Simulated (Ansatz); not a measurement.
Consider Pd in the fcc (Cu type) structure (space group Fm-3m, No. 225; a = 3.876 Å).

All numbers come from plane-wave PAW DFT at the PBEsol level (Ansatz, a first-principles code, 420 eV), no spin-orbit coupling.

Base values:

```
Item        Value
--------  -------
Pressure  0.0 GPa
Band gap     zero
```

It is then changed as follows: the cell is scaled by 1.0447 in all directions; the atoms relax in the strained cell.

**Question.** Estimate the effect on the pressure, energy relative to the base and band gap.

**Answer.** The pressure goes from zero to -18.7 GPa; the energy rises by 137 meV/atom; the band gap remains zero.

Whether these cells are dynamically stable was not tested. All final runs are without spin polarisation. Pd lies near a magnetic instability that expansion can trigger; it was not tested.
